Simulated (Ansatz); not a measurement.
Base system: NaCl in the rock salt structure (space group Fm-3m, No. 225; a = 5.602 Å).

All numbers come from PBEsol (Ansatz, a first-principles code, PAW, no SOC).

For the base:

| Item | Result |
|---|---|
| Band gap | 5.01 eV |
| Density | 2.21 g/cm³ |

It is then changed as follows: full substitution Na → Al; the structure is relaxed again.

Tabulated Pauling electronegativity and covalent radius: Na 0.93, 1.66 Å; Al 1.61, 1.21 Å.

**Question.** How does this affect the band gap?

**Answer.** The band gap becomes zero (base: 5.01 eV).

**Question.** What happens to the density?

**Answer.** The density falls by 0.22 g/cm³ (2.21 g/cm³ → 1.99 g/cm³).

Stability against distortions was not tested. As relaxed here, AlCl is a hypothetical phase, not in the database extracts checked. All final runs are without spin polarisation. Gaps under 0.05 eV, about the width of the smearing, are given as zero. A zero or small gap of AlCl can be the functional's error rather than a property of the material.
